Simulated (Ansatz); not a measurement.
System: Rb₂Mo₃SeO₁₂ (P6₃, No. 173; cell taken from a computed entry). Method: PBEsol in Ansatz (plane waves, PAW).

Numerical settings: plane-wave cutoff 520 eV, 6×6×4 k mesh (along the axes of the cell as run), Fermi–Dirac smearing 0.01 eV, no spin polarisation, scalar-relativistic PAW data made under PBE.

Cell (relaxed with PBEsol):

Mo$_{3}$Rb$_{2}$O$_{12}$Se is taken in the hexagonal space group P6₃ (No. 173), Pearson symbol hP36. Lattice parameters: a = 7.2778 Å, b = 7.2778 Å, c = 12.0703 Å, α = 90.00°, β = 90.00°, γ = 120.00°. Rb1 on 2b is coordinated by 3 O at 2.935 Å and 3 O at 3.187 Å and 3 O at 3.660 Å (no clear gap to further neighbours). Rb2 on 2b has 6 O at 2.884–3.026 Å and 3 O at 3.406 Å and 6 O at 3.647–3.711 Å. Mo on 6c sees 3 O at 1.717–1.816 Å and 3 O at 2.077–2.154 Å. Se on 2a is coordinated by 3 O at 1.725 Å (trigonal pyramidal). O1 on 6c has 1 Mo at 1.717 Å and 1 Rb at 2.884 Å (bent). O2 on 6c has 1 Se at 1.725 Å and 1 Mo at 2.154 Å and 1 Rb at 2.935 Å and 2 Rb at 3.647–3.711 Å. O3 on 6c is surrounded by 1 Mo at 1.816 Å and 1 Mo at 2.086 Å and 1 Rb at 3.026 Å and 1 Rb at 3.187 Å. O4 on 6c has 1 Mo at 1.793 Å and 1 Mo at 2.077 Å and 1 Rb at 3.406 Å and 1 Rb at 3.660 Å. (Neighbours: up to the widest gap in distance over summed covalent radii, below 1.35, at either atom; cation-cation and far metal-metal contacts left out.)

Q: Estimate the band gap and Γ–Γ gap that the calculation returns.

A: 
* **band gap**: 2.58 eV
* **Γ–Γ gap**: 2.65 eV

Spin–orbit coupling is not included.

Computed values are for the static lattice.

Ansatz is a quantum-chemistry and plane-wave program.
